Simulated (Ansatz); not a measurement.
## How the smallest direct gap on the k points sampled of YScO3 (Pnma, No. 62, 20 atoms in the cell; start mp-755165) moves with the method

No measured value is used here.

```tsv
level (code)	value (eV)
LDA (Ansatz)	[?]
PBEsol (Ansatz)	4.51
r²SCAN (Ansatz)	5.11
HSE06 (Ansatz)	6.38
```

Question: Some entries are withheld; supply them.

Answer: 
- LDA (Ansatz, a quantum-chemistry and plane-wave program), value (eV): 4.45

Computed values are for a static lattice. Spin–orbit coupling is included only where a level's name says +SOC; with heavier elements it mostly lowers gaps and can invert bands.  Values are at the PBEsol cell. Cutoffs and k meshes differ between the levels. Ansatz's density-functional and Hartree–Fock values are scalar-relativistic unless marked +SOC, with PAW data made under PBE.

A start named mp-… is a Materials Project structure, which need not be a measured phase.
